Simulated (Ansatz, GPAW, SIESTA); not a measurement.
## Code comparison for CsZn4P3 (P4/mmm, 8 atoms in the cell)

Self-consistent single point.

```yaml
crystal:
  lattice:
    - [3.95666, 0.00000, 0.00000]
    - [0.00000, 3.95666, 0.00000]
    - [0.00000, 0.00000, 10.18103]
  atoms:
    - { symbol: Cs, position: [0.00000, 0.00000, 0.50000] }
    - { symbol: Zn, position: [0.50000, 0.00000, 0.84844] }
    - { symbol: Zn, position: [0.50000, 0.00000, 0.15156] }
    - { symbol: Zn, position: [0.00000, 0.50000, 0.84844] }
    - { symbol: Zn, position: [0.00000, 0.50000, 0.15156] }
    - { symbol: P, position: [0.50000, 0.50000, 0.72670] }
    - { symbol: P, position: [0.50000, 0.50000, 0.27330] }
    - { symbol: P, position: [0.00000, 0.00000, 0.00000] }
```

Shared settings, as Ansatz (a quantum-chemistry and plane-wave program) writes them: kpoints.mp_grid.grid = 6 6 3; scf.occupations.method = fermi_dirac; scf.occupations.width = 0.1 eV. Potentials and cutoffs stand in the table.

| code | model | pressure (GPa) | largest force (eV/Å) | cutoff |
|---|---|---|---|---|
| Ansatz | LDA (PW92), PAW files made with PBE | 1.05 | 0.530 | 420 eV |
| GPAW | LDA (Perdew-Wang 92), GPAW PAW datasets LDA (gpaw-data 1.0.1) | 0.96 | 0.491 | 800 eV |
| SIESTA | LDA PW92, numerical atomic orbitals DZP, PseudoDojo LDA standard norm-conserving potentials (rewritten from UPF to PSML) | 1.57 | 1.084 | grid 300 Ry |

Size of the force on each atom (eV/Å): Sizes of forces hide their directions.

```csv
code,Cs1,Zn2,Zn3,Zn4,Zn5,P6,P7,P8
Ansatz,0.000,0.205,0.205,0.205,0.205,0.530,0.530,0.000
GPAW,0.000,0.201,0.201,0.201,0.201,0.491,0.491,0.000
SIESTA,0.000,0.386,0.386,0.386,0.386,1.084,1.084,0.000
```

The spread over the programs that give each value: pressure within 0.61 GPa; largest force within 0.593 eV/Å.

SIESTA uses small atom-centred bases, whose incompleteness enters pressures, forces and empty levels differently from a plane-wave cutoff. Ansatz's pressure is given at a fixed set of plane waves, as the other plane-wave codes print theirs; with its correction for the finite basis it is 1.09 GPa. In the force vectors, SIESTA (by 0.573) lies more than 0.08 eV/Å from the median of the plane-wave programs.

On the base mesh (4 4 2) the same programs gave: Ansatz pressure 1.16 GPa; GPAW pressure 1.06 GPa; SIESTA pressure 1.69 GPa, gap on the mesh 0.393 eV.

The starting cell comes from a database of computed structures (which also holds hypothetical and non-ambient phases and stackings), without a prior relaxation at this level. Its lattice was rescaled by a random factor within 2.5 % of one.

Left out of this page: CP2K (on another mesh); Elk (not drawn, or without a comparable value).

Keys are those of Ansatz 0.2.
